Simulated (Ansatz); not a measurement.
## ZrO2 under a change: isotropic strain −1.38 %

Consider ZrO₂ in the fluorite structure (space group Fm-3m, No. 225; a = 5.089 Å).

It is then changed as follows: every lattice vector is shortened by 1.38 %, atoms relaxed at fixed cell.

Calculations: DFT with r2SCAN, PAW potentials and a 500 eV plane-wave cutoff in Ansatz (a first-principles code), no spin-orbit coupling. k-mesh 11×11×11 (Γ-centred); smearing 0.05 eV (Fermi–Dirac).

```json
[
 {"quantity": "volume per atom", "base": "10.99 Å³", "changed": "10.54 Å³", "shift": "-0.45 Å³"},
 {"quantity": "space group", "base": "Fm-3m (No. 225)", "changed": "Fm-3m (No. 225)", "shift": "–"},
 {"quantity": "shortest interatomic distance", "base": "2.204 Å", "changed": "2.173 Å", "shift": "-0.0304 Å"},
 {"quantity": "energy relative to the base (free energy F)", "base": "0 meV/atom", "changed": "+16 meV/atom", "shift": "+16 meV/atom"},
 {"quantity": "pressure", "base": "0.00 GPa", "changed": "11.68 GPa", "shift": "+11.68 GPa"},
 {"quantity": "band gap", "base": "3.89 eV", "changed": "4.01 eV", "shift": "+0.128 eV"},
 {"quantity": "gap character", "base": "indirect, X → Γ", "changed": "indirect, X → Γ", "shift": "–"},
 {"quantity": "smallest direct gap", "base": "4.29 eV", "changed": "4.45 eV", "shift": "+0.16 eV"},
 {"quantity": "mean gap deformation potential ΔEg/Δln V", "base": "–", "changed": "-3.1 eV", "shift": "–"},
 {"quantity": "width of the top valence band", "base": "1.67 eV", "changed": "1.71 eV", "shift": "+0.031 eV"},
 {"quantity": "electron mass (degenerate bands, along [100])", "base": "0.53, 2.1 mₑ (at Γ)", "changed": "0.50, 2.0 mₑ (at Γ)", "shift": "–"},
 {"quantity": "hole mass", "base": "–", "changed": "0.28 mₑ along k, 2.9 mₑ across (at X)", "shift": "–"},
 {"quantity": "valley order (the lowest conduction-band minima on the path, energy above the VBM, named in the base's zone)", "base": "Γ 3.89 eV; X along ⟨100⟩ 4.29 eV; a point along ⟨110⟩, about 0.8 Å⁻¹ from Γ 4.29 eV; L along ⟨111⟩ 4.50 eV", "changed": "Γ 4.01 eV; a point along ⟨110⟩, about 0.8 Å⁻¹ from Γ 4.44 eV; X along ⟨100⟩ 4.45 eV; L along ⟨111⟩ 4.67 eV", "shift": "–"}
]
```

Effective masses come from finite differences of ±0.01 Å⁻¹. Along k means along the line from Γ to the band edge. Stability against distortions was not tested. This is not the structure that ZrO2 has at room temperature and ambient pressure.
